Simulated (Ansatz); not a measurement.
The starting structures come from a database of crystals and need not be the phases stable at ambient conditions.

 Where the default PAW files enter, the runs use the earlier of Ansatz's two default sets.

By LDA and PBEsol, the system below comes out a metal.

Data:

```
CELL_PARAMETERS angstrom
      5.24604     0.00000     0.00000
     -2.62302     4.54320     0.00000
      0.00000     0.00000     4.18759
ATOMIC_POSITIONS crystal
  Co 0.50000 0.50000 0.00000
  Co 0.00000 0.50000 0.00000
  Co 0.50000 0.00000 0.00000
  Sn 0.66667 0.33333 0.50000
  Sn 0.33333 0.66667 0.50000
  Sn 0.00000 0.00000 0.00000
```

Space group of this cell: P6/mmm. The cell is taken as given; by PBEsol its mean pressure is -2.1 GPa.

The current runs along the normal of the first two printed vectors, the (001) plane. All runs by Ansatz (an electronic-structure program), plane waves and PAW, without spin-orbit coupling; the base is PBEsol.

```
run                                                      mean pressure (GPa)  G/A, both spins (10¹⁵ S/m²)
-------------------------------------------------------  -------------------  ---------------------------
base                                                                    -2.1                         0.93
all lengths scaled by 0.98                                               7.4                         0.97
all lengths scaled by 1.02                                              -9.0                         0.89
lda in place of pbesol                                                  -6.2                         0.93
lengths across the current scaled by 0.98, ions clamped                  4.0                   (withheld)
lengths across the current scaled by 1.02, ions clamped                 -6.9                         0.90
lengths along the current scaled by 0.97, ions clamped                   2.5                   (withheld)
lengths along the current scaled by 1.03, ions clamped                  -5.7                         0.91
```

Question: Complete the blanks.

Answer: 
- lengths across the current scaled by 0.98, ions clamped, G/A, both spins (10¹⁵ S/m²): 0.96
- lengths along the current scaled by 0.97, ions clamped, G/A, both spins (10¹⁵ S/m²): 0.95
